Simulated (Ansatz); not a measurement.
Cs2AgBiF6: response to strain

Take Cs2AgBiF6 (space group Fm-3m, No. 225; a = 9.541 Å; a cell from a computed database, its experimental status unchecked) as the base. Axes: x, y, z lie along the cube axes.

Strains are applied to the cell and any free atomic positions relax; under biaxial strain the out-of-plane vector relaxes too.

Levels (all Ansatz, a quantum-chemistry and plane-wave program, PAW): PBE (420 eV, without spin-orbit coupling); r2SCAN (500 eV, no SOC).

The base cell above is that of PBE; each level relaxes its own structures.

Notes on the quantities. energy relative to the base: free energy F.

```csv
case,"energy relative to the base, PBE","energy relative to the base, r2SCAN"
"biaxial strain −1.58 %, plane normal [001], relaxed out of plane",+1.6 meV/atom,+2.4 meV/atom
"biaxial strain −0.43 %, plane normal [001], relaxed out of plane",+0.1 meV/atom,+0.2 meV/atom
"biaxial strain +3.26 %, plane normal [001], relaxed out of plane",+4.7 meV/atom,?
"biaxial strain −4.07 %, plane normal [111], relaxed out of plane",+9.6 meV/atom,?
"biaxial strain −1.14 %, plane normal [111], relaxed out of plane",+0.7 meV/atom,+0.7 meV/atom
uniaxial strain ε_zz = −1.82 %,+1.1 meV/atom,+1.6 meV/atom
uniaxial strain ε_zz = +2.37 %,+1.5 meV/atom,?
tensor shear ε_xz = −1.69 %,+0.7 meV/atom,?
```

Question: Some entries are withheld; estimate them.

Answer: 
- biaxial strain +3.26 %, plane normal [001], relaxed out of plane, energy relative to the base, r2SCAN: +7.7 meV/atom
- biaxial strain −4.07 %, plane normal [111], relaxed out of plane, energy relative to the base, r2SCAN: +9.6 meV/atom
- uniaxial strain ε_zz = +2.37 %, energy relative to the base, r2SCAN: +2.1 meV/atom
- tensor shear ε_xz = −1.69 %, energy relative to the base, r2SCAN: +0.7 meV/atom

The two levels differ by at most about 2.9 meV/atom. They put the cases in the same order.

No phonon test of stability was made.
